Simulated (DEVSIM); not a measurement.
**abrupt Ge n-p junction**

Device: abrupt Ge n-p junction, at 350 K.

| layer (left to right) | material | thickness (μm) | Nd (cm⁻³) | Na (cm⁻³) | τn (s) | τp (s) |
|---|---|---|---|---|---|---|
| 1 | Ge | 34.0 | 6.3e15 | - | 9.1e-5 | 9.1e-5 |
| 2 | Ge | 2.20 | - | 1e17 | 9.1e-5 | 9.1e-5 |

Left contact: ohmic. Right contact: ohmic. Voltage is applied to the left contact. Recombination: SRH at mid-gap. Mobility is constant in doping.

This is a model device: material constants are rounded textbook-type values typed into the input, and sizes, dopings and lifetimes were drawn at random. Values at 300 K; Nc and Nv go as T^1.5, mobilities as T to minus their exponent, the gap by Varshni's rule with the affinity fixed.

```csv
parameter,Ge
gap (eV),0.664
affinity (eV),4
permittivity,16
Nc (cm⁻³),1.04e19
Nv (cm⁻³),6e18
μn (cm²/Vs),3900
μp (cm²/Vs),1900
T exponent of μn,1.66
T exponent of μp,2.33
Varshni α (eV/K),0.000477
Varshni β (K),235
```

DEVSIM, 1D drift-diffusion, Boltzmann statistics, complete ionisation; no tunnelling, impact ionisation, image-force lowering or self-heating.

```yaml
potential_step_across_the_device_at_zero_bias: 0.284 V
largest_field_in_the_device_at_zero_bias: 21000 V/cm
Dark forward voltage at 1 A/cm²: 0.093 V
Dark forward voltage at 100 A/cm²: 0.278 V
```

Small-signal capacitance in reverse bias (quasi-static):

| V (V) | C (nF/cm²) |
|---|---|
| 0.4 | 33.1 |
| 1 | 23.5 |
| 2 | 17.4 |
| 3 | 14.5 |
| 4 | 12.6 |

Dark forward current:

| V (V) | J (A/cm²) |
|---|---|
| -0.05 | -0.21 |
| -0.10 | -1.3 |
| -0.15 | -6.2 |
| -0.20 | -23 |
| -0.25 | -65 |
| -0.30 | -140 |
| -0.35 | -250 |
| -0.40 | -410 |
| -0.45 | -610 |
| -0.50 | -860 |
| -0.55 | -1200 |
| -0.60 | -1500 |
| -0.65 | -1900 |
| -0.70 | -2300 |
